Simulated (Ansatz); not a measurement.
Input and output of a relaxation of cell and atoms for SiSbPt5 (P4/mmm, 7 atoms in the cell) (Ansatz, a quantum-chemistry and plane-wave program).

Level of theory: LDA (PW92), default PAW files made with PBE (plane waves; Ansatz).

The change in words: atoms on their sites; basis.ecutwfc: 420 eV → 250 eV; relax: default → cell and atoms. Reference geometry:
```yaml
crystal:
  lattice:
    - [3.91277, 0.00000, 0.00000]
    - [0.00000, 3.91277, 0.00000]
    - [0.00000, 0.00000, 7.48421]
  atoms:
    - { symbol: Si, position: [0.50000, 0.50000, 0.00668] }
    - { symbol: Sb, position: [0.00000, 0.00000, 0.50000] }
    - { symbol: Pt, position: [0.00000, 0.00000, 0.00000] }
    - { symbol: Pt, position: [0.50000, 0.00000, 0.74882] }
    - { symbol: Pt, position: [0.50000, 0.00000, 0.25118] }
    - { symbol: Pt, position: [0.00000, 0.50000, 0.74882] }
    - { symbol: Pt, position: [0.00000, 0.50000, 0.25118] }
```

Reference input (self-consistent single point, DFT, LDA (PW92), plane waves, default PAW files made with PBE): basis.ecutwfc = 420 eV; kpoints.mp_grid.grid = 7 7 3; hamiltonian.xc = lda; hamiltonian.pseudopotentials = {kind: paw} (the program's default PAW files); scf.occupations.method = gaussian; scf.occupations.width = 0.1 eV. This run's input differs from it in these lines:

Ansatz 0.2 input:
```diff
@@ -7,3 +7,3 @@
   atoms:
-    - { symbol: Si, position: [0.500000, 0.500000, 0.006681] }
+    - { symbol: Si, position: [0.500000, 0.500000, 0.000000] }
     - { symbol: Sb, position: [0.000000, 0.000000, 0.500000] }
@@ -15,3 +15,3 @@
 basis:
-  ecutwfc: 420.0 eV
+  ecutwfc: 250.0 eV
 kpoints:
@@ -27,2 +27,4 @@
     width: 0.1 eV
+relax:
+  cell: {}
 output:
```

Output (repeated stretches shortened):

```
   [... SCF lines of the steps left out ...]
relax step   1: F+E_penalty+E_count = -68162.35364208 eV  Δ(F+E_penalty+E_count) = +0.000e0 eV  max|allowed force component| = 1.317e-1 eV/Å  Δτ_max = 0.0000 Å  P = +1.175 GPa  Ω = 114.581 Å³  (7 SCF iters, dr2 threshold 1.00e-7 eV, accepted)
relax step   2: F+E_penalty+E_count = -68161.62162993 eV  Δ(F+E_penalty+E_count) = +7.320e-1 eV  max|allowed force component| = 7.206e-2 eV/Å  Δτ_max = 0.0179 Å  P = -6.802 GPa  Ω = 115.811 Å³  energy of the carried Pulay correction = -6.989e-1 eV  [...]
   [... lines left out ...]
relax step  29: F+E_penalty+E_count = -68162.37565769 eV  Δ(F+E_penalty+E_count) = +2.042e-3 eV  max|allowed force component| = 2.159e-6 eV/Å  Δτ_max = 0.0000 Å  P = -0.005 GPa  Ω = 114.879 Å³  energy of the carried Pulay correction = -2.043e-3 eV  [...]
relax step  30: F+E_penalty+E_count = -68162.37565769 eV  Δ(F+E_penalty+E_count) = -3.201e-9 eV  max|allowed force component| = 2.266e-5 eV/Å  Δτ_max = 0.0000 Å  P = +0.012 GPa  Ω = 114.879 Å³  stress off target by 4.58e-2 GPa  SCF on the basis [...]
basis re-selected at this cell: Δ(F+E_penalty+E_count) = -3.201e-9 eV, ΔP = +0.017 GPa vs the last step
the relaxation is at rest under the 16 symmetry operations that the run kept from its start: a minimum is not shown …
Stability not checked: this state was not tested for a lower state beside it, because too few of the mixer's solves of this state at the end of the SCF gave a …
Free energy (F): -68162.375658 eV
Internal energy: -68162.355452 eV  (E = F + TS)
   [... lines left out ...]
Fermi energy:    19.499284 eV
  cell:  # Å, volume = 114.8793 Å³
   [... lines left out ...]
    - { symbol: Pt, position: [1.3390383098050634e-36, 1.4415047830313323e-37, -9.700798661391107e-23] }
    - { symbol: Pt, position: [0.5, 1.561674887757428e-37, 0.7470633260395212] }
    - { symbol: Pt, position: [0.5, 1.5015898353943752e-37, 0.25293667396047875] }
    - { symbol: Pt, position: [1.2429022260241876e-36, 0.5, 0.7470633260395212] }
    - { symbol: Pt, position: [1.2429022260241876e-36, 0.5, 0.25293667396047875] }
```

The run converged. 

Summary of the result:
Free energy E − TS (on the zero of these files): -68162.3757 eV
Fermi level (on the code's own zero): 19.50 eV
Pressure: 0.01 GPa
Final cell: a = b = 3.903 Å, c = 7.540 Å, α = β = γ = 90.00°
Final volume per atom: 16.41 Å³
Relaxation steps: 30

The starting cell comes from a database of computed structures (which also holds hypothetical and non-ambient phases and stackings), without a prior relaxation at this level. Its lattice was rescaled by up to half a per cent. Spin polarisation is off. The relaxation keeps the symmetry of its start, so its end need not be a minimum. Ansatz's pressure includes its estimate of the finite-basis (Pulay) stress. Without the estimate this run gives -90.75 GPa. The cutoff lies below the one recommended for these files.

Cost on one core of a shared machine: roughly 2 min.
